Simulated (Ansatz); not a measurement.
Consider LiF in the rock salt structure (space group Fm-3m, No. 225; a = 3.9902 Å).

Level of theory: r2SCAN (Ansatz, an electronic-structure program; PAW; 500 eV plane waves; scalar-relativistic without spin-orbit coupling).

Base values:

| Item | Result |
|---|---|
| Shortest interatomic distance | 1.995 Å |
| Valley order | Γ 10.33 eV; L along ⟨111⟩ 12.01 eV |
| Electron mass | 0.88 mₑ (at Γ) |

Now apply this change: cell and atoms relaxed at a pressure of 4.5 GPa.

### Question
What happens to the shortest interatomic distance?

### Answer
The shortest interatomic distance decreases by 0.034 Å (1.995 Å → 1.961 Å).

### Question
What does the calculation give for the valley order after the change?

### Answer
The valley order (the lowest conduction-band minima on the path, energy above the VBM, named in the base's zone) changes from Γ 10.33 eV; L along ⟨111⟩ 12.01 eV to Γ 10.85 eV; L along ⟨111⟩ 12.31 eV.

### Question
Estimate the effect on the electron mass.

### Answer
The electron mass becomes 0.91 mₑ (at Γ) (base: 0.88 mₑ (at Γ)).

The levels and masses belong to the bands next to the band gap. Load acts through the strain it causes; cell and atoms are relaxed under it. Effective masses come from finite differences of ±0.01 Å⁻¹. No phonon test of stability was made.
